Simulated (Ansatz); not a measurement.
For CaO (Fm-3m, No. 225; start mp-1079707), LDA in Ansatz (plane waves, PAW) gives:

- lattice parameter a: 4.707 Å
- cohesive energy: 6.35 eV/atom
- band gap: 3.45 eV

Problem. What does r²SCAN+rVV10 (Ansatz, a program for electronic structure, PAW) give for the same quantities?

Solution. 
- lattice constant a: 4.780 Å (rises by 1.6 %)
- cohesive energy: 5.81 eV/atom (drops by 0.54 eV/atom)
- band gap: 4.16 eV (goes up by 0.71 eV)

Changes are worked out from the printed values.

Unless a cell is named, each level is at its own relaxed cell (LDA 13.04, r²SCAN+rVV10 13.66 Å³/atom).

Density-functional gaps are differences of (generalised) Kohn–Sham levels.

Caveats: the relaxation could not lower the start's symmetry, so the cell can be a saddle point above a distorted one (LDA, r²SCAN+rVV10). Ansatz's density-functional and Hartree–Fock values are scalar-relativistic unless marked +SOC, with PAW data made under PBE.

A start named mp-… is a Materials Project structure, which can be a computed phase never made.
